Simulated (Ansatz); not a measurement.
YAs (Fm-3m), Ansatz (a program for electronic structure) with PBEsol, DFPT electron-phonon coupling, linearised Boltzmann equation: phonon-limited resistivity 20.7 μΩ·cm at 300 K, 28.3 μΩ·cm at 400 K.

What temperature coefficient of resistance follows, and how does it compare with 1/T?

(ρ₄₀₀ − ρ₃₀₀)/(100 K × ρ₃₀₀) = 3.67×10⁻³ K⁻¹, against 1/T = 3.33×10⁻³ K⁻¹ for a resistivity proportional to T. It lies higher because phonons are still being populated at 300 K; impurities would add a constant and lower it.

What is the classical skin depth at 1 GHz (nonmagnetic, μ₀ = 1.257×10⁻⁶ H/m)?

δ = √(ρ/(π f μ₀)) = 7240 nm.

Estimate the electronic thermal conductivity at 300 K by the Wiedemann-Franz law (L₀ = 2.44×10⁻⁸ W·Ω/K²).

L₀T/ρ = 2.44×10⁻⁸ × 300/(20.7×10⁻⁸) = 35.4 W/(m·K). Inelastic scattering puts the true Lorenz number somewhat under L₀ near and below the Debye temperature.

A metal at this level (no band gap). Only scattering by harmonic phonons is included (no impurities, grain boundaries, electron-electron scattering or thermal expansion). Spin-orbit coupling is left out. Halving the electron mesh (24x24x24) moves the resistivity by up to 6 % at 300 K. Smearing 0.20 eV; phonons on a 4x4x4 q mesh, which this run doesn't test.

Formula and space group known from diffraction (Crystallography Open Database), not checked to be the room-temperature form: YAs (Fm-3m).
